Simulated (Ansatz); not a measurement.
Take CaF$_{2}$ in the fluorite structure (space group Fm-3m, No. 225) as the base.

```xyz
3
Lattice="0.0000 2.7196 2.7196 2.7196 0.0000 2.7196 2.7196 2.7196 0.0000" Properties=species:S:1:pos:R:3 pbc="T T T"
Ca     0.0000     0.0000     0.0000
F      1.3598     1.3598     1.3598
F      4.0794     4.0794     4.0794
```

Cartesian axes are those of the cell as printed.

Computed with r2SCAN in Ansatz (plane waves to 500 eV, PAW, scalar-relativistic without spin-orbit coupling).

The change: a free-standing slab of 5 layers (15 atoms, 3 a layer) is cut normal to [111], with 15 Å of vacuum and the in-plane cell held at bulk.

Task: What happens to the excess energy per area of both faces and gap character?

Result: The excess energy per area of both faces (slab less bulk energy over the cell's area: twice a surface energy) comes out as 0.99 J/m²; the gap character is indirect, M → Γ.

The excess energy carries the mismatch between the slab's and the bulk's meshes. No phonon test of stability was made. Labels are those of the standard path for the cell's own space group.

Ansatz is a first-principles code.
